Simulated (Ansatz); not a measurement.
Migration barriers: O vacancy in rutile TiO2, charge state +2

System: O vacancy in rutile TiO2 (charge state +2). These are PBE, PAW (plane waves to 420 eV; Ansatz, a program for electronic structure) values and carry that method's errors.

72-site cell at the relaxed PBE lattice, one k-point at (0.250, 0.250, 0.250), smearing 0.01 eV, spin-restricted, no finite-size correction. Energies are static. The charge state is imposed; whether it is stable for some Fermi level was not computed. Forms of the defect that were not tried may lie lower.

Barriers: single points on a 2×2×2 k-point mesh shifted by half a step at the bands' geometries.

```csv
Route,Start site over the lowest site run (eV),Hop (Å),Forward barrier (eV),Backward barrier (eV),Neighbours at the start,Neighbours at the saddle,Saddle order,"Forward, on the band's own sampling (eV)"
a nearby O atom hops onto the vacant site,0.00,2.40,0.80,0.80,"2 Ti at 1.90, Ti at 2.09 Å",2 Ti at 1.76 Å,inconclusive,0.83
a nearby O atom hops onto the vacant site,0.00,2.64,1.06,1.06,"Ti at 1.92, Ti at 1.95, Ti at 2.08 Å","Ti at 1.82, Ti at 2.27, Ti at 2.29 Å",inconclusive,1.04
a nearby O atom hops onto the vacant site,0.00,2.86,2.16,2.16,"Ti at 1.87, Ti at 1.95, Ti at 2.02 Å",Ti at 1.72 Å,"inconclusive, on a symmetry element",2.20
```

Paths come from CI-NEB runs. Of the routes that converged and passed our checks, the lowest saddle point lies 0.80 eV above the lowest of the sites run (a nearby O atom hops onto the vacant site); other sites, such as split forms, and other routes may lie lower. A band can be held on a symmetry element, so unchecked saddle points there may be too high.
